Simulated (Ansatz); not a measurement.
Worked example: self-consistent single point of LiBe (P1, 4 atoms in the cell) in Ansatz (a quantum-chemistry and plane-wave program).

Method: PBEsol, PAW files made with PBE (plane waves; Ansatz).

The change in words: atoms moved at random. Reference geometry:
```xyz
4
Lattice="2.2960 0.0000 0.0000 0.0000 3.6128 0.0000 -0.4017 0.0000 5.5135" Properties=species:S:1:pos:R:3 pbc="T T T"
Li     1.6296     0.9032     0.8538
Li     0.2647     2.7096     4.6597
Be     1.5053     0.9032     3.1767
Be     0.3890     2.7096     2.3368
```

Reference input (self-consistent single point, DFT, PBEsol, plane waves, PAW files made with PBE): kpoints.mp_grid.grid = 11 7 5; hamiltonian.xc = pbesol; hamiltonian.pseudopotentials = {kind: paw} (the program's default PAW files); scf.occupations.method = gaussian; scf.occupations.width = 0.272 eV. This run's input differs from it in these lines:

Ansatz 0.2 input:
```diff
@@ -6,6 +6,6 @@
   atoms:
-    - { symbol: Li, position: [0.73685000, 0.25000000, 0.15486000] }
-    - { symbol: Li, position: [0.26315000, 0.75000000, 0.84514000] }
-    - { symbol: Be, position: [0.75642000, 0.25000000, 0.57617000] }
-    - { symbol: Be, position: [0.24358000, 0.75000000, 0.42383000] }
+    - { symbol: Li, position: [0.73645000, 0.26253900, 0.15864800] }
+    - { symbol: Li, position: [0.27023200, 0.74527600, 0.84073400] }
+    - { symbol: Be, position: [0.72507000, 0.23680200, 0.57462300] }
+    - { symbol: Be, position: [0.26824800, 0.75538300, 0.42599500] }
 kpoints:
```

Log, with long lists cut:

```
SCF iter   1: F=—  HF=-586.106326 eV  |F-HF|=—  |Δ(HF+E_count)|=         —  Δρ=1.51e-2  dr2=3.56e-1  ethr=3.10e-3  ⟨swp⟩=5.1  Hψ=11134  notcnv=0
all-band conjugate gradients solve this SCF's bands
preconditioner: auto → none
SCF iter   2: F=—  HF=-586.019068 eV  |F-HF|=—  |Δ(HF+E_count)|=   8.73e-2  Δρ=8.85e-3  dr2=1.20e-1  ethr=3.10e-3  ⟨swp⟩=1.0  Hψ=3281  notcnv=0
   [... lines left out ...]
SCF iter   5: F=—  HF=-585.995438 eV  |F-HF|=—  |Δ(HF+E_count)|=   7.08e-5  Δρ=1.39e-4  dr2=4.19e-5  ethr=4.08e-6  ⟨swp⟩=1.0  Hψ=1724  notcnv=0
SCF iter   6: F=—  HF=-585.995432 eV  |F-HF|=—  |Δ(HF+E_count)|=   6.03e-6  Δρ=2.89e-5  dr2=1.74e-6  ethr=4.19e-7  ⟨swp⟩=1.3  Hψ=1823  notcnv=0
SCF iter   7: F=—  HF=-585.995432 eV  |F-HF|=—  |Δ(HF+E_count)|=   2.15e-7  Δρ=8.85e-6  dr2=1.80e-7  ethr=1.74e-8  ⟨swp⟩=2.0  Hψ=2023  notcnv=0
SCF iter   8: F=-585.995432 eV  HF=-585.995432 eV  |F-HF|=5.05e-11  |Δ(HF+E_count)|=   3.84e-8  Δρ=1.51e-6  dr2=8.10e-10  ethr=1.00e-9  ⟨swp⟩=4.3  Hψ=5083  notcnv=0
SCF 1 converged in 8 iterations: F = -585.995432 eV  dr2 = 8.10e-10
Free energy (F): -585.995432 eV
Internal energy: -585.956744 eV  (E = F + TS)
E sigma→0 (E₀):  -585.976088 eV
Entropy (-TS):   -0.038688 eV (-9.672 meV/atom)
Fermi energy:    3.829794 eV
--- Forces (eV/Å), atoms counted from 1 ---
  atom   1  Li     0.07616093    -0.14535284    -0.06649910
  atom   2  Li    -0.08579114     0.04004692     0.09342989
  atom   3  Be     0.44192637     0.33514460     0.10307372
  atom   4  Be    -0.43229550    -0.22983871    -0.13000007
--- Stress (GPa, compression-positive) ---
       -1.074444       0.455527       0.614876
        0.455527       0.167332       0.187533
        0.614876       0.187533       0.817819
  P = ⅓ Tr σ = -0.0298 GPa (-0.298 kbar)
  The stress holds the Pulay correction. Without it, at fixed plane waves, as pw.x and ABINIT print it: P = -0.0383 GPa
```

The run converged in 8 iterations. Against the reference run the free energy rises by 11.2 meV/atom, the pressure goes from -0.61 to -0.03 GPa and the largest force goes from 0.017 to 0.564 eV/Å.

The starting cell comes from a database of computed structures (which also holds hypothetical and non-ambient phases and stackings), without a prior relaxation at this level. For this run, on top of that: atoms moved at random. Ansatz's pressure includes its estimate of the finite-basis (Pulay) stress.
